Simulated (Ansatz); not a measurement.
An Ansatz (a quantum-chemistry and plane-wave program) input (Ansatz r2SCAN, spin-orbit coupling left out):

Ansatz 0.2 input:
```yaml
crystal:
  lattice:
    - [0.0163466077, 1.9007683368, 1.9007683368]
    - [1.9007683368, 0.0163466077, 1.9007683368]
    - [1.9171149445, 1.9171149445, 0]
  atoms:
    - { symbol: Rh, position: [0, 0, 0] }
basis: { ecutwfc: 500, ecutrho_ratio: 4, xc_grid: 4, fft_grid_basis: typed }
kpoints: { mp_grid: { grid: [30, 30, 30] } }
hamiltonian:
  xc: r2scan
  dispersion: none
  pseudopotentials: { kind: paw }
scf: { occupations: { method: fermi_dirac, width: 0.1 }, convergence: { dr2_threshold: 0.0000000001 } }
relax: { f_tol: 0.005, max_steps: 50 }
output: { forces: true, stress: true }
checkpoint: { write: state.ck, write_every: 1000 }
```

Problem. Which symmetry and how many k-points will the program report, and about how many plane waves at Γ?

Solution. Space group Immm (ITA 71) with 8 operations, k-points 3736 of 27000, and 335 plane waves at Γ.

The cells carry an imposed strain or load. Stability against distortions was not tested. All final runs are without spin polarisation. The cell was made from Rh in the fcc (Cu type) structure (space group Fm-3m, No. 225) by this change: tensor shear ε_xy = +0.86 %.
